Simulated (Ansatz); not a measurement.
Take HgTe in the zinc blende structure (space group F-43m, No. 216; a = 6.573 Å) as the base.

The values are results of Kohn–Sham DFT with the r2SCAN functional, run in Ansatz (an electronic-structure program) with PAW and 500 eV plane waves, spin-orbit coupling left out, not measurements.

Strains are applied to the cell and any free atomic positions relax.

One change was made to it. Results:

```tsv
quantity	base	after
energy relative to the base (free energy F)	0 meV/atom	+9.6 meV/atom
pressure	0.0 GPa	2.0 GPa
```

**Question.** Name the change that was made.
A) isotropic strain −1.50 %
B) isotropic strain −3.00 %
C) isotropic strain −1.00 %

**Answer.** A, isotropic strain −1.50 %. For comparison, the energy relative to the base in the other runs: isotropic strain −1.00 % gives +4.2 meV/atom; isotropic strain −3.00 % gives +41 meV/atom.

No phonon test of stability was made. All final runs are without spin polarisation.
